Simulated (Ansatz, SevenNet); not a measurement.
## How the bulk modulus B0 of fluorite PtAl₂ moves with the method

No measured value is used here.

```
level (code)                   value (GPa)  cell (Å³/atom)
-----------------------------  -----------  --------------
SevenNet-l3i5                          129           17.52
PBE (Ansatz)                           129           17.52
r²SCAN (Ansatz)                        142           17.15
B3LYP (VWN-RPA form) (Ansatz)          127           17.62
Hartree–Fock (Ansatz)                  131           17.74
```

The crystal itself was run without spin with PBE, r²SCAN, B3LYP (VWN-RPA form), Hartree–Fock; a magnetic state was not tried in these runs. Density-functional levels without +SOC have no spin–orbit coupling. Each level is taken at its own relaxed cell. Cutoffs and k meshes differ between the levels. Ansatz's density-functional and Hartree–Fock values are scalar-relativistic unless marked +SOC, with PAW data made under PBE.

Machine-learned potentials (SevenNet-l3i5) are trained on DFT data: a solid inside that data is no test of them.

Ansatz is an electronic-structure program.
